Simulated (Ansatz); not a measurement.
Antifluorite Be2C, treated with PBE0-D3(BJ) (Ansatz, a quantum-chemistry and plane-wave program, plane waves, PAW).

Run with plane-wave cutoff 460 eV, 10×10×10 k mesh, Fermi–Dirac smearing 0.01 eV, scalar-relativistic PAW data made under PBE.

Properties against volume:

```csv
V (Å³/atom),P (GPa),direct gap at Γ (eV),smallest gap on the k mesh (eV)
6.092,12.62,6.042,2.665
6.252,5.97,5.985,2.647
6.376,1.31,5.942,2.633
6.573,-5.29,5.874,2.611
6.707,-9.31,5.829,2.596
```

The fundamental gap (2.63 eV at the equilibrium volume, on the SCF mesh) lies elsewhere than Γ–Γ.
